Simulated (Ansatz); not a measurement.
Corundum In2O3 (high-pressure phase), treated with r²SCAN+rVV10 (Ansatz, a quantum-chemistry and plane-wave program, PAW).

Settings: plane-wave cutoff 560 eV, 8×8×8 k mesh, Fermi–Dirac smearing 0.01 eV, scalar-relativistic PAW data made under PBE.

Computed at the level's own relaxed cell.

Problem. Predict the band gap, smallest direct gap on the k points sampled, equilibrium lattice constant a and lattice parameter c.

Solution. 
- band gap: 1.81 eV
- smallest direct gap on the k points sampled: 1.84 eV
- equilibrium lattice constant a: 5.499 Å
- lattice parameter c: 14.490 Å

Spin–orbit coupling is not included.

Computed values are for the static lattice.
